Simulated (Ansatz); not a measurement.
Consider a periodic stack without vacuum, fluorite-type CoSi2 (0 0 1) on Si0.5Ge0.5, ordered in pairs of (001) planes (0 0 1), Ga on 1 of 2 substrate sites at each interface (film strained to the substrate, faces as cut): substrate slab Ga2Ge10Si8, film Co8Si16, surface cells [[-2, 0], [-1, -1]] and [[-2, 0], [-1, -1]], film strained by +4.4 and +4.6 %, faces Ge/Ge and Si/Co as cut (like faces can put a slab off its formula). Its start:

```
CELL_PARAMETERS angstrom
      7.92656     0.00000    -0.01796
      0.00000     3.95784    -0.01090
      2.91157     0.25592    25.26029
ATOMIC_POSITIONS crystal
  Ga 0.49517 0.96234 0.01728
  Ge 0.99503 0.96679 0.01789
  Ge 0.46893 0.46042 0.07968
  Ge 0.97053 0.46682 0.07938
  Ge 0.41194 0.96901 0.24252
  Ge 0.91089 0.96951 0.24275
  Ge 0.39382 0.46681 0.30123
  Ge 0.88982 0.46747 0.30135
  Ge 0.33279 0.96254 0.46609
  Ge 0.83886 0.96087 0.46620
  Ga 0.32510 0.45902 0.52546
  Ge 0.85405 0.45717 0.52310
  Si 0.70085 0.47157 0.13429
  Si 0.19909 0.47130 0.13501
  Si 0.18121 0.96951 0.18689
  Si 0.68229 0.96989 0.18627
  Si 0.62134 0.46690 0.35862
  Si 0.12256 0.46740 0.35679
  Si 0.10594 0.96526 0.40872
  Si 0.60491 0.96476 0.41076
  Co 0.83701 0.94164 0.76648
  Co 0.33744 0.94418 0.76522
  Co 0.12684 0.44932 0.66392
  Co 0.63378 0.44880 0.66446
  Co 0.76816 0.94487 0.96338
  Co 0.26089 0.94410 0.96337
  Co 0.05048 0.44162 0.86454
  Co 0.54909 0.43773 0.86491
  Si 0.60123 0.94624 0.71665
  Si 0.09928 0.94569 0.71640
  Si 0.84480 0.44502 0.71892
  Si 0.34539 0.44622 0.71706
  Si 0.89268 0.45167 0.61535
  Si 0.39265 0.44972 0.61730
  Si 0.59050 0.94962 0.61766
  Si 0.09114 0.95118 0.61739
  Si 0.53040 0.93430 0.91827
  Si 0.03121 0.93683 0.91688
  Si 0.77848 0.44447 0.92266
  Si 0.28005 0.44431 0.92267
  Si 0.81542 0.44109 0.81824
  Si 0.31627 0.44185 0.81784
  Si 0.56432 0.94082 0.81708
  Si 0.06598 0.94306 0.81674
```

The start was prepared with a machine-learned potential, and the result is one local minimum, with the in-plane cell held and forces under 0.04 eV/Å; the film can end far from its bulk form.

Calculation: PBE (plane waves to 420 eV, PAW; Ansatz, a quantum-chemistry and plane-wave program). No spin–orbit coupling; the runs are not spin-polarised; PBE gaps are too small against experiment. Its k-point mesh 4×7×1, Fermi–Dirac width 0.05 eV.

### Question
Predict the relaxed interface.

### Answer
```
Item                                                                                        Value
--------------------------------------------------------------------------------  ---------------
interface area                                                                            31.4 Å²
period                                                                                    25.24 Å
gaps between the outermost planes at the two interfaces                           2.34 and 1.44 Å
Co–Ga contacts across the interfaces within 1.22 times the sum of covalent radii   2, mean 2.58 Å
Ga–Si contacts across the interfaces within 1.22 times the sum of covalent radii   2, mean 2.50 Å
Co–Ge contacts across the interfaces within 1.22 times the sum of covalent radii   2, mean 2.48 Å
Ge–Si contacts across the interfaces within 1.22 times the sum of covalent radii   2, mean 2.49 Å
```
